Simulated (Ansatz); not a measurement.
AlN (P6_3mc), Ansatz (an electronic-structure program) with HSE06, rigid bands: N_c = 4.19e18 cm⁻³ at 300 K and an electron conductivity mass of 0.301 mₑ along z (a = (3.11, 0.00, 0.00) Å; b = (-1.56, 2.70, 0.00) Å; c = (0.00, 0.00, 4.98) Å).

**Question.** For 1e16 electrons per cm³ at 300 K, place the Fermi level, estimate the Seebeck coefficient of a parabolic band with constant τ, and give mobility and conductivity for τ = 20 fs.

**Answer.** The level lies k_BT ln(N_c/n) = 0.156 eV below the conduction-band minimum. S ≈ −(k_B/e)[ln(N_c/n) + 5/2] = -736 μV/K, against -736 μV/K from the full bands (mean over directions). μ = eτ/m = 117 cm²/(V·s) and σ = neμ = 0.187 S/cm. τ is assumed, not computed.

Band transport and this doping are assumed; polarons and phonon drag are left out. Spin-orbit coupling is left out. Geometry: cell and atoms relaxed with PBEsol.
